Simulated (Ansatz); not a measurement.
Results of r²SCAN in Ansatz (PAW) for Ag2In (model structure, started from the C15 type, Fd-3m, No. 227, 6 atoms in the cell).

Output (set-up and result lines):

```
WARN output.stress: scf.convergence.dr2_threshold = 1e-7 eV (the SCF's general default) is looser than the 6e-10 eV advised for a printed stress (1e-10 eV for …
Relaxation: its limit of steps is 80 (relax.max_steps)
Crystal: 6 atoms, lattice volume = 117.637 Å³
Basis set: ecut = 560 eV, 3527 PW (Γ), exchange–correlation on 135×135×135 points (27 copies of the dense FFT grid, shifted against one another)
Bands: 62, of which v1, the nominal top of the filled ones, is band 51 counted from 1 (50 counted from 0)
Symmetry: 48 space group operations
Space group: Fd-3m (ITA 227), of the structure as read, at distance tolerance 4.9e-5 Å
k-points: 72 of 1728
Functional: x = r2scan, c = r2scan; τ floored in thin density (d = 2e-4 eV/Å³)
SCF iter   1: F=—  HF=-41639.240621 eV  |F-HF|=—  |Δ(HF+E_count)|=         —  Δρ=1.01e-2  dr2=1.24e-1  dr2_τ=7.58e-3
SCF iter   2: F=—  HF=-41639.221008 eV  |F-HF|=—  |Δ(HF+E_count)|=   1.96e-2  Δρ=4.87e-3  dr2=2.52e-2  dr2_τ=1.97e-3
  ...
SCF 1 converged in 7 iterations: F = -41639.217139 eV  dr2 = 9.94e-8
relax step   1: F+E_penalty+E_count = -41639.21713922 eV  Δ(F+E_penalty+E_count) = +0.000e0 eV  max|allowed force component| = 3.701e-17 eV/Å  Δτ_max = 0.0000 Å  (7 SCF iters, accepted)
Crystal: 6 atoms, lattice volume = 117.637 Å³
Initial density: handed on by an earlier stage of this run
SCF iter   1: F=—  HF=-41639.217139 eV  |F-HF|=—  |Δ(HF+E_count)|=         —  Δρ=9.31e-6  dr2=9.94e-8  dr2_τ=3.76e-9
SCF iter   2: F=-41639.217139 eV  HF=-41639.217139 eV  |F-HF|=2.64e-8  |Δ(HF+E_count)|=   4.07e-8  Δρ=5.74e-6  dr2=4.46e-8  dr2_τ=8.85e-10
SCF 2 converged in 2 iterations: F = -41639.217139 eV  dr2 = 4.46e-8
SCF converged after 2 iterations
Free energy (F): -41639.217139 eV
Internal energy: -41639.203769 eV  (E = F + TS)
E sigma→0 (E₀):  -41639.210454 eV
Fermi energy:    14.726795 eV
--- Forces (eV/Å), atoms counted from 1 ---
  atom   1  Ag     0.00000000     0.00000000     0.00000000
  atom   2  Ag     0.00000000     0.00000000     0.00000000
  atom   3  Ag     0.00000000    -0.00000000    -0.00000000
  atom   4  Ag     0.00000000    -0.00000000     0.00000000
  atom   5  In     0.00000000     0.00000000     0.00000000
  atom   6  In    -0.00000000    -0.00000000     0.00000000
--- Stress (GPa, compression-positive) ---
        1.587514      -0.000000       0.000000
       -0.000000       1.587514       0.000000
        0.000000       0.000000       1.587514
  P = ⅓ Tr σ = 1.5875 GPa (15.875 kbar)
```

### Question
Write an input file that could have produced this run (the log leaves some choices open).

### Answer
Several could match; the one computed here: 
Ansatz 0.2 input:
```yaml
crystal:
  lattice:
    - [0.0, 3.8889993644, 3.8889993644]
    - [3.8889993644, 0.0, 3.8889993644]
    - [3.8889993644, 3.8889993644, 0.0]
  atoms:
    - { symbol: Ag, position: [0.625, 0.625, 0.625] }
    - { symbol: Ag, position: [0.125, 0.625, 0.625] }
    - { symbol: Ag, position: [0.625, 0.125, 0.625] }
    - { symbol: Ag, position: [0.625, 0.625, 0.125] }
    - { symbol: In, position: [0.25, 0.25, 0.25] }
    - { symbol: In, position: [0.0, 0.0, 0.0] }
basis:
  ecutwfc: 560
  ecutrho_ratio: 4
  xc_grid: 3
kpoints:
  mp_grid: { grid: [12, 12, 12] }
hamiltonian:
  xc: r2scan
  dispersion: none
  pseudopotentials: { kind: paw }
scf:
  occupations: { method: fermi_dirac, width: 0.05 }
output:
  forces: true
  stress: true
  eigenvalues: true
relax:
  f_tol: 0.004
  escape_saddle: false
  max_steps: 80
```

The cell is one volume of an energy–volume scan, off the minimum.

The PAW data were made under PBE.

Note: the relaxation could raise the start's symmetry but not lower it, so the cell can be a saddle point.

A model structure was made by putting elements into a prototype or built by hand; it is no filed structure, need not be a known phase, and can be a saddle point held by its symmetry.

Ansatz is a quantum-chemistry and plane-wave program.
